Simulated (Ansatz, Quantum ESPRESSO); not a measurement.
Mo3Si (Pm-3n, 8 atoms in the cell) computed with different codes at matched settings

Self-consistent single point.

```yaml
crystal:
  lattice:
    - [4.93890, 0.00000, 0.00000]
    - [0.00000, 4.93890, 0.00000]
    - [0.00000, 0.00000, 4.93890]
  atoms:
    - { symbol: Si, position: [0.50000, 0.50000, 0.50000] }
    - { symbol: Si, position: [0.00000, 0.00000, 0.00000] }
    - { symbol: Mo, position: [0.25000, 0.00000, 0.50000] }
    - { symbol: Mo, position: [0.50000, 0.25000, 0.00000] }
    - { symbol: Mo, position: [0.50000, 0.75000, 0.00000] }
    - { symbol: Mo, position: [0.75000, 0.00000, 0.50000] }
    - { symbol: Mo, position: [0.00000, 0.50000, 0.75000] }
    - { symbol: Mo, position: [0.00000, 0.50000, 0.25000] }
```

Shared settings, as Ansatz (a quantum-chemistry and plane-wave program) writes them: kpoints.mp_grid.grid = 5 5 5; magnetization.spin_orbit = true; scf.occupations.method = gaussian; scf.occupations.width = 0.0147 Ry. Potentials and cutoffs stand in the table.

| code | model | pressure (GPa) | cutoff |
|---|---|---|---|
| Quantum ESPRESSO | PBE, spin-orbit coupling, PseudoDojo fully relativistic norm-conserving (PBE) pseudopotentials | -4.76 | 80 Ry |
| Ansatz | PBE with spin-orbit coupling, default PAW files | -5.17 | 30.9 Ry |

The spread over the programs that give each value: pressure within 0.41 GPa.

Ansatz's pressure is given at a fixed set of plane waves, as the other plane-wave codes print theirs; with its correction for the finite basis it is -5.13 GPa.

The starting cell has typed, rounded lattice constants, without a prior relaxation at this level. Its lattice was rescaled by a random factor within 2.5 % of one.

Left out of this page: Elk (not drawn, or without a comparable value); FLEUR (stopped by limits of time or memory).

Keys are those of Ansatz 0.2.
